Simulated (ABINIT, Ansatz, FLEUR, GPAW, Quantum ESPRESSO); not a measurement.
# CaMg2 (P-6m2, 6 atoms in the cell) computed with different codes at matched settings

Self-consistent single point, at a second geometry (lattice scaled by 0.98). First geometry:

```
CaMg2
1.0
    3.47284     0.00000     0.00000
   -1.73642     3.00757     0.00000
    0.00000     0.00000    16.63600
Ca Mg
2 4
Cartesian
  0.00000   0.00000   5.44646
  0.00000   0.00000  11.18954
  0.00000   0.00000   0.00000
  1.73642   1.00252   2.57858
  1.73642   1.00252  14.05742
  1.73642   1.00252   8.31800
```

Shared settings, as Ansatz (a first-principles code) writes them: kpoints.mp_grid.grid = 8 8 2; scf.occupations.method = fermi_dirac; scf.occupations.width = 0.1 eV. Potentials and cutoffs stand in the table.

```json
[
 {"code": "Ansatz", "model": "PBEsol, PAW files made with PBE", "ΔF from the first geometry (meV/atom)": "2.6", "pressure (GPa)": "1.08", "largest force (eV/Å)": "0.030", "cutoff": "420 eV"},
 {"code": "FLEUR", "model": "PBEsol, all-electron FLAPW (FLEUR), scalar-relativistic valence", "ΔF from the first geometry (meV/atom)": "2.9", "pressure (GPa)": "–", "largest force (eV/Å)": "–", "cutoff": "Kmax 3.8 1/bohr"},
 {"code": "Quantum ESPRESSO", "model": "PBEsol, SSSP 1.1.2 efficiency (PBE) pseudopotentials", "ΔF from the first geometry (meV/atom)": "2.7", "pressure (GPa)": "1.08", "largest force (eV/Å)": "0.035", "cutoff": "40 Ry"},
 {"code": "GPAW", "model": "PBEsol, GPAW PAW datasets PBEsol (made by gpaw-setup)", "ΔF from the first geometry (meV/atom)": "3.6", "pressure (GPa)": "1.18", "largest force (eV/Å)": "0.037", "cutoff": "800 eV"},
 {"code": "ABINIT", "model": "PBEsol, norm-conserving pseudopotentials (PseudoDojo nc-sr-04 PBEsol standard)", "ΔF from the first geometry (meV/atom)": "2.7", "pressure (GPa)": "1.07", "largest force (eV/Å)": "0.025", "cutoff": "84 Ry"}
]
```

Size of the force on each atom (eV/Å): Sizes of forces hide their directions.

| code | Ca1 | Ca2 | Mg3 | Mg4 | Mg5 | Mg6 |
|---|---|---|---|---|---|---|
| Ansatz | 0.005 | 0.005 | 0.000 | 0.030 | 0.030 | 0.000 |
| Quantum ESPRESSO | 0.005 | 0.005 | 0.000 | 0.035 | 0.035 | 0.000 |
| GPAW | 0.005 | 0.005 | 0.000 | 0.037 | 0.037 | 0.000 |
| ABINIT | 0.006 | 0.006 | 0.000 | 0.025 | 0.025 | 0.000 |

A dash marks a value that a program does not give, or that is left out as unsure.

The spread over the programs that give each value: ΔF from the first geometry within 1.0 meV/atom; pressure within 0.11 GPa; largest force within 0.012 eV/Å.

FLEUR treats all electrons, but the usual bases taken here (sphere radii, linearisation, local orbitals, empty states) were not tested for convergence, so the values are no reference for the others. Ansatz's pressure is given at a fixed set of plane waves, as the other plane-wave codes print theirs.

The starting cell comes from a database of computed structures (which also holds hypothetical and non-ambient phases and stackings), without a prior relaxation at this level. Its lattice was rescaled by a random factor within 2.5 % of one. For this run, on top of that: lattice scaled by 0.98.

Left out of this page: CP2K (unsound by tests on forces, stress, charge or solver warnings).

Keys are those of Ansatz 0.2.
